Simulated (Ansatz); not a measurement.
Consider this model of amorphous B32N30O3.

```xyz
65
Lattice="8.7761 0.0000 0.0000 0.0000 8.7761 0.0000 0.0000 0.0000 8.7761" Properties=species:S:1:pos:R:3 pbc="T T T"
B      5.2427     6.1174     0.9370
B      6.5055     8.2048     1.3116
B      4.8749     2.5561     1.9378
B      3.9205     2.2135     7.8401
B      2.4216     8.0406     2.5847
B      5.4534     8.3610     5.4734
B      2.9297     6.9363     0.2841
B      8.6607     3.2142     3.2649
B      5.9961     7.9549     7.8618
B      3.4367     4.1464     6.3055
B      0.2324     0.7341     3.2506
B      0.1682     7.7794     3.9977
B      2.6622     4.9042     3.9282
B      6.7859     2.6925     8.2546
B      2.2940     8.6917     7.5947
B      1.0225     7.2340     7.1474
B      5.4192     5.8105     5.7408
B      4.4324     0.3496     3.2304
B      1.7419     3.7269     7.9936
B      1.0641     3.9172     5.6102
B      3.2280     4.4937     0.9795
B      7.4226     1.8258     1.6782
B      1.0068     4.5854     1.7739
B      4.0787     6.8647     4.1426
B      6.8127     0.3473     3.6774
B      8.3184     4.7808     7.3229
B      0.2558     5.1797     3.6953
B      3.4685     0.5160     0.8802
B      4.6572     4.8691     2.5949
B      6.8613     4.2482     2.0156
B      7.9744     6.2928     5.6483
B      5.6752     3.9270     7.2386
N      8.0900     0.1773     4.2864
N      3.2837     0.8976     8.2375
N      8.3264     4.4375     2.3018
N      1.1255     8.3836     3.0820
N      1.7912     4.2115     0.6136
N      2.3191     7.1814     7.8072
N      2.7835     8.0490     1.2027
N      5.9607     7.3517     0.3620
N      6.8980     0.3583     2.1352
N      1.5988     5.1497     2.9773
N      0.1072     3.8486     4.5187
N      3.8403     5.8152     0.6229
N      5.5171     0.4484     4.2429
N      3.0290     3.2819     7.4233
N      4.2530     1.1700     1.9818
N      4.0025     3.7176     1.9311
N      6.0659     8.5472     6.7335
N      6.3239     2.8765     2.0476
N      3.5506     8.0115     3.4765
N      5.3411     2.6300     7.8501
N      5.9080     5.3768     1.9704
N      0.7045     3.9313     7.0425
N      2.4341     4.3411     5.2559
N      4.7999     4.6532     6.3531
N      8.6830     6.4543     4.3820
N      3.9778     5.4792     3.6493
N      4.8103     7.0644     5.3157
N      7.0767     4.0892     7.6870
N      8.7052     1.9775     2.5821
N      8.6370     6.3073     6.9587
O      1.1361     8.6698     6.7717
O      6.7545     5.7187     5.5895
O      7.5872     1.8856     0.2208
```

Level of theory: PBE, scalar-relativistic without spin-orbit coupling (plane waves to 420 eV, PAW; Ansatz, a program for electronic structure).

Preparation: random packing, a CHGNet melt and quench, and a DFT relaxation. O and N atoms were pushed apart under 1.9 Å during the dynamics, to hinder bonds among them. The hot cell started wider than the set density and was brought back towards it in steps. It is the lowest in DFT energy of 2 quenches. It is a model cell: composition and starting density were chosen by hand, and all elements were melted together. No dispersion term was used. Its density started from a set value of 2.00 and ended at 2.00 g/cm³. The simulated quench (nominally 580 K/ps over its main leg) is rapid and tends to freeze in more defects than a deposited or slowly cooled glass has. A cell of this size samples the disorder only roughly. The volume was held where the preparation left it, at a PBE pressure of -0.3 GPa (tension). Stress components on the final sampling reach 3.6 GPa.

Bonds are counted up to B-B 1.97 Å, B-N 1.84 Å, B-O 1.80 Å, N-N 1.70 Å, N-O 1.64 Å, O-O 1.58 Å. Two cations that share two anions don't count as bonded, nor two that share one unless they lie closer than B-B 1.80 Å.

Problem. Give the coordination numbers, mean bond lengths and angles.

Solution. 
```yaml
Mean coordination of B by anions: 3.00 (2 with 2, 28 with 3, 2 with 4)
Mean coordination of N: 3.00 (1 with 2, 28 with 3, 1 with 4)
Mean coordination of O: 2.00 (3 with 2)
Mean B-N bond: 1.474 Å (spread 0.060 Å, 90 counted)
Mean B-O bond: 1.405 Å (spread 0.057 Å, 6 counted)
Bond angle at B: mean 119.6°, spread 13.3°
Bond angle at N: mean 116.4°, spread 16.7°
```

Problem. Which atoms depart from the most common coordination of their element?

Solution. B2 has 2 (N41 1.30 Å, N40 1.39 Å); B9 has 2 (N49 1.28 Å, N40 1.41 Å); B22 has 4 (O65 1.47 Å, N50 1.56 Å, N61 1.58 Å, N41 1.62 Å); B27 has 4 (N57 1.49 Å, N42 1.52 Å, N43 1.57 Å, N35 1.73 Å); N35 has 4 (B30 1.50 Å, B23 1.56 Å, B8 1.59 Å, B27 1.73 Å); N49 has 2 (B9 1.28 Å, B6 1.41 Å).

Problem. List the pairs of like atoms that count as bonded by the rules above.

Solution. There are none by these rules.
